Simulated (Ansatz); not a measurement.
# La3SbO3 (C2/m, No. 12, 14 atoms in the cell; start COD 4102587)

Calculation: r²SCAN (Ansatz, an electronic-structure program, PAW).

Numerical settings: plane-wave cutoff 560 eV, 10×10×4 k mesh (along the axes of the cell as run), Fermi–Dirac smearing 0.01 eV, scalar-relativistic PAW data made under PBE.

Cell (measured lattice):

```yaml
crystal:
  lattice:
    - [6.92800, -2.05250, 0.00000]
    - [6.92800, 2.05250, 0.00000]
    - [-5.89903, 0.00000, 10.84210]
  atoms:
    - { symbol: La, position: [0.84590, 0.84590, 0.79390] }
    - { symbol: La, position: [0.15410, 0.15410, 0.20610] }
    - { symbol: La, position: [0.37260, 0.37260, 0.10150] }
    - { symbol: La, position: [0.62740, 0.62740, 0.89850] }
    - { symbol: La, position: [0.38110, 0.38110, 0.55510] }
    - { symbol: La, position: [0.61890, 0.61890, 0.44490] }
    - { symbol: Sb, position: [0.87800, 0.87800, 0.31780] }
    - { symbol: Sb, position: [0.12200, 0.12200, 0.68220] }
    - { symbol: O, position: [0.83860, 0.83860, 0.98770] }
    - { symbol: O, position: [0.16140, 0.16140, 0.01230] }
    - { symbol: O, position: [0.56330, 0.56330, 0.20170] }
    - { symbol: O, position: [0.43670, 0.43670, 0.79830] }
    - { symbol: O, position: [0.81090, 0.81090, 0.58900] }
    - { symbol: O, position: [0.18910, 0.18910, 0.41100] }
```

```
Quantity                                      Result
-------------------------------------------  -------
band gap                                     0.99 eV
smallest direct gap on the k points sampled  1.10 eV
direct gap at Γ                              1.35 eV
```

Note: the file's cell can be that of a phase stable at another temperature; cell and atoms aren't relaxed at this level (largest force component 0.11 eV/Å, pressure 0.8 GPa).

Spin–orbit coupling is not included.

Computed values are for the static lattice.
